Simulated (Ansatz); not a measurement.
## A computed series for hypothetical diamond Cu: pressure series

Consider Cu in the diamond structure (space group Fd-3m, No. 227; a = 5.351 Å; a hypothetical phase, not in the database extracts checked).

Cell and atoms are relaxed at each pressure.

Computed with PBE (Ansatz, an electronic-structure program; PAW; 420 eV plane waves; no SOC).

```csv
pressure (GPa),volume per atom (Å³/atom)
-2,19.956
-1,?
0,19.156
0.3,19.052
0.7,18.919
3,18.246
5,17.759
7.5,17.239
10,16.793
```

Fit the third-order Birch–Murnaghan form P(V) = (3B₀/2)[(V₀/V)^(7/3) − (V₀/V)^(5/3)]·[1 + (3/4)(B₀′ − 4)((V₀/V)^(2/3) − 1)] (squares taken in P) to the rows shown and predict the withheld row.

Least squares on the printed values gives V₀ = 19.157 Å³/atom, B₀ = 54.4 GPa, B₀′ = 5.0; this predicts 19.530 Å³/atom, and the run gives 19.533 Å³/atom, 0.003 higher.

Load acts through the strain it causes; cell and atoms are relaxed under it. Whether these cells are dynamically stable was not tested. Competing high-pressure phases were not computed. The final runs are not spin-polarised.
